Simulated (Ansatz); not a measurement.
AlN (model structure, Fm-3m, No. 225, 6 atoms in the cell; like a known high-pressure phase) was calculated with PBEsol (PAW; Ansatz, a quantum-chemistry and plane-wave program).

Run with plane-wave cutoff 520 eV, 12×12×6 k mesh (along the axes of the cell as run), Fermi–Dirac smearing 0.01 eV, scalar-relativistic PAW data made under PBE.

Computed at the level's own relaxed cell.

```xyz
6
Lattice="2.8604 0.0000 0.0000 -1.4302 2.4772 0.0000 0.0000 0.0000 7.0066" Properties=species:S:1:pos:R:3 pbc="T T T"
Al     1.9069     0.0000     4.6711
Al    -0.9535     1.6515     2.3355
Al     0.4767     0.8257     0.0000
N      1.9070     0.0000     1.1678
N     -0.9535     1.6515     5.8388
N      0.4767     0.8257     3.5033
```

Q: List the 15 lowest band energies at Γ above −25 eV (eV, relative to the valence band maximum), grouping those that round alike.

A: At Γ: -17.52, -15.45 (×2), -6.24 (×2), -0.85 (×4), 0.00 (×3), 5.63, 6.43 (×2).

A model structure was made by putting elements into a prototype or built by hand; it is no filed structure, need not be a known phase, and can be a saddle point held by its symmetry.
